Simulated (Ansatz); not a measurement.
The starting structures come from a database of crystals and need not be the phases stable at ambient conditions.

 Where the default PAW files enter, the runs use the earlier of Ansatz's two default sets.

By LDA, the system below comes out a metal.

The ballistic (Sharvin) conductance counts the channels at the Fermi level: G/A = (e²/h) × channels of both spins per area.

Data:

```yaml
crystal:
  lattice:
    - [2.73098, 0.00000, 0.00000]
    - [0.00000, 4.42849, 0.00000]
    - [1.36549, 0.00000, 2.36510]
  atoms:
    - { symbol: Rh, position: [0.66667, 0.25000, 0.66667] }
    - { symbol: Rh, position: [0.33333, 0.75000, 0.33333] }
```

Space group of this cell: P6_3/mmc, hcp (Mg type). The cell is taken as given; by LDA its mean pressure is -19.4 GPa.

The current flows along the normal of the first two printed cell vectors, the (100) plane of the conventional cell. No spin-orbit coupling; the value is a mean over 0.1 eV about the Fermi level.

Predict the ballistic conductance per area from Ansatz (a first-principles code) with LDA.

1.6 × 10¹⁵ S/m² for both spins.
